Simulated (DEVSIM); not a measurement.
System: abrupt Si p-n junction, at 250 K.

| layer (left to right) | material | thickness (μm) | Nd (cm⁻³) | Na (cm⁻³) | τn (s) | τp (s) |
|---|---|---|---|---|---|---|
| 1 | Si | 0.600 | - | 2.2e15 | 1.4e-5 | 1.4e-5 |
| 2 | Si | 5.80 | 7.4e14 | - | 1.4e-5 | 1.4e-5 |

Left contact: ohmic. Right contact: ohmic. Voltage is applied to the left contact. Recombination: SRH at mid-gap. Mobility is μmin + (μ − μmin)/(1 + (N/Nref)^α).

Constants are typed, rounded textbook-type inputs, not results; the design itself was drawn at random and stands for no fabricated device. Values at 300 K; Nc and Nv go as T^1.5, mobilities as T to minus their exponent, the gap by Varshni's rule with the affinity fixed.

| parameter | Si |
|---|---|
| gap (eV) | 1.124 |
| affinity (eV) | 4.05 |
| permittivity | 11.7 |
| Nc (cm⁻³) | 2.86e19 |
| Nv (cm⁻³) | 3.1e19 |
| μn (cm²/Vs) | 1417 |
| μp (cm²/Vs) | 470 |
| μn,min | 52 |
| μp,min | 45 |
| Nref,n | 9.7e16 |
| Nref,p | 2.2e17 |
| αn | 0.68 |
| αp | 0.72 |
| T exponent of μn | 2.3 |
| T exponent of μp | 2.2 |
| Varshni α (eV/K) | 0.000473 |
| Varshni β (K) | 636 |

DEVSIM, 1D drift-diffusion, Boltzmann statistics, complete ionisation; no tunnelling, impact ionisation, image-force lowering or self-heating.

The temperature was swept, all else fixed.

```tsv
temperature (K)	largest field in the device at zero bias (V/cm)	dark forward voltage at 100 A/cm² (V)	potential step across the device at zero bias (V)
250	11000	0.827	0.715
300	9700	0.767	0.604
350	8600	0.712	0.490
400	…	…	0.373
450	5800	0.616	0.254
500	4100	0.567	0.138
```

Problem. Fill in the missing entries.

Solution. 
- 400, largest field in the device at zero bias (V/cm): 7300
- 400, dark forward voltage at 100 A/cm² (V): 0.662
